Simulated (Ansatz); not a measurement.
Band structure of SiO2 (P4_2/mnm, 6 atoms in the cell).

```
SiO2
1.0
    4.16205     0.00000     0.00000
    0.00000     4.16205     0.00000
    0.00000     0.00000     2.64824
Si O
2 4
Cartesian
  2.08103   2.08103   1.32412
  0.00000   0.00000   0.00000
  2.88497   2.88497   0.00000
  1.27708   1.27708   0.00000
  3.35811   0.80394   1.32412
  0.80394   3.35811   1.32412
```

Method of the run: PBE (plane waves, PAW; Ansatz, a quantum-chemistry and plane-wave program).

Settings: kpoints.mp_grid.grid = 4 4 6; hamiltonian.xc = pbe; hamiltonian.pseudopotentials = {kind: paw} (the program's default PAW files); scf.occupations.method = fixed; kpoints.band_path.npoints = 8.

The starting cell comes from a database of computed structures (which also holds hypothetical and non-ambient phases and stackings), without a prior relaxation at this level. Its lattice was rescaled by a random factor within 2.5 % of one.

Problem. Predict the gap along the standard path and the places of the band edges.

Solution. The gap along the path is 5.93 eV, direct at Γ to within 0.01 eV.

Levels in eV from the top of the valence band on the path, bands 13 to 20:
```
point     13     14     15     16    17    18     19     20
-----  -----  -----  -----  -----  ----  ----  -----  -----
Γ      -2.55  -0.88  -0.88   0.00  5.93  6.82   8.73   8.73
X      -2.71  -2.71  -1.09  -1.09  7.98  7.98   9.29   9.29
M      -2.65  -2.65  -2.33  -2.33  7.63  7.63  10.27  10.27
Z      -3.11  -3.11  -2.74  -2.74  9.35  9.35  12.85  12.85
R      -2.31  -2.31  -1.79  -1.79  9.02  9.02  10.05  10.05
A      -1.81  -1.81  -1.58  -1.58  7.46  7.46  11.11  11.11
```

Keys are those of Ansatz 0.2.
